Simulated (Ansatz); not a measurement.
Cost and result by functional for the surface energy of the (100) surface of silicon in its 1x1 cell, relaxed from an ideal cut (the real face may reconstruct), outermost plane spacing 1.37 Å in the ideal cut, in Ansatz (plane waves, PAW). Single points on the PBE structure, on one kind of machine; costs are rough ratios of the slab run's core time (references not counted) to the cheapest single point. r2SCAN's cost holds its higher cutoff (500 against 420 eV). Differences are taken against r2SCAN for comparison alone: no measured value is at hand, so the table doesn't rank accuracy.

Model: 9-atom slab, 10.9 Å thick at the start, 7x7x1 mesh, Fermi-Dirac 0.025 eV, dipole correction, all atoms relaxed; symmetry of the start imposed; no spin (no spin-polarised run to compare, though such a face may carry moments), no spin-orbit, no U. The slab shows no gap on its mesh. These notes are the PBE run's.

```
functional                     relative cost  surface energy (J/m²)  less r2SCAN (J/m²)
-----------------------------  -------------  ---------------------  ------------------
LDA                                        1                   2.34               -0.06
PBEsol                                     1                   2.28               -0.13
RPBE                                       1                   2.05               -0.35
r2SCAN                                     2                   2.40                0.00
PBE (the relaxed run's value)              –                   2.15               -0.25
```

The values span 0.35 J/m², while the single points' costs differ by a factor of roughly 2. Differences are of unrounded values.

Ansatz is a program for electronic structure.
